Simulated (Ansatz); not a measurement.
## Sc: pressure series

Start from Sc in the hcp (Mg type) structure (space group P6_3/mmc, No. 194).

```yaml
crystal:
  lattice:
    - [3.31943, 0.00000, 0.00000]
    - [-1.65971, 2.87471, 0.00000]
    - [0.00000, 0.00000, 5.16637]
  atoms:
    - { symbol: Sc, position: [0.33333, 0.66667, 0.75000] }
    - { symbol: Sc, position: [0.66667, 0.33333, 0.25000] }
```

Cell and atoms are relaxed at each pressure.

Level of theory: PBE (Ansatz, an electronic-structure program, PAW, no SOC).

| P (GPa) | V (Å³/atom) |
|---|---|
| -2.00 | 25.641 |
| -1.01 | 25.124 |
| 0.30 | 24.513 |
| 0.70 | 24.338 |
| 1.50 | 24.006 |
| 3.00 | 23.426 |
| 5.00 | 22.738 |
| 7.50 | 21.979 |
| 10.00 | 21.313 |

### Question
Fit a third-order Birch–Murnaghan equation of state.

### Answer
Least squares on P(V) = (3B₀/2)[(V₀/V)^(7/3) − (V₀/V)^(5/3)]·[1 + (3/4)(B₀′ − 4)((V₀/V)^(2/3) − 1)] gives V₀ = 24.65 Å³/atom, B₀ = 54 GPa and B₀′ = 3.3.

Load acts through the strain it causes; cell and atoms are relaxed under it. Whether these cells are dynamically stable was not tested. Competing high-pressure phases were not computed. All final runs are without spin polarisation.
